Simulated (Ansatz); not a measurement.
Consider WC (space group P-6m2, No. 187; a = 2.913 Å, c = 2.835 Å; relaxed with 0.1 eV smearing).

Computed with r2SCAN/PAW in Ansatz (a first-principles code), spin-orbit coupling left out.

Before the change:

* **Band gap**: zero
* **Pressure**: 0.0 GPa

Modification: the cell is scaled by 1.0250 in all directions; the atoms relax in the strained cell.

Question: How does this affect the band gap, pressure and energy relative to the base?

Answer: The band gap stays zero; the pressure (mean of the normal stresses, compression positive) goes from zero to -25.6 GPa; the energy grows by 68 meV/atom.

Stability against distortions was not tested. The final runs are not spin-polarised.
